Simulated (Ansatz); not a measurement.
System: Bi₂O₂Te (model structure, started from the La2SO2 type, P-3m1, No. 164, 5 atoms in the cell). Method: G0W0@PBEsol (plane waves, hard PAW, contour deformation; Ansatz, a quantum-chemistry and plane-wave program).

The same calculation (at the PBEsol cell, 20.694 Å³/atom) with different numerical settings; throughout: k mesh 3×3×2:

```csv
run,response cutoff (eV),empty bands,quasiparticle gap on the mesh (eV),quasiparticle gap at Γ (eV),rough time
1,100,432,1.562,3.170,4 core-min
2,150,793,1.589,3.177,10 core-min
3,200,1221,1.594,3.167,40 core-min
4,250,1706,1.595,3.156,80 core-min
```

In the column quasiparticle gap on the mesh (eV) the first row differs from the last by -0.033 and the next to last by -0.001.

The last row is no converged limit: other settings stay fixed.

Spin–orbit coupling is not included.

Note: filled d or f shells below the valence bands can shift G0W0 gaps through exchange with them, which wasn't tested here.

A model structure was made by putting elements into a prototype or built by hand; it is no filed structure, need not be a known phase, and can be a saddle point held by its symmetry.
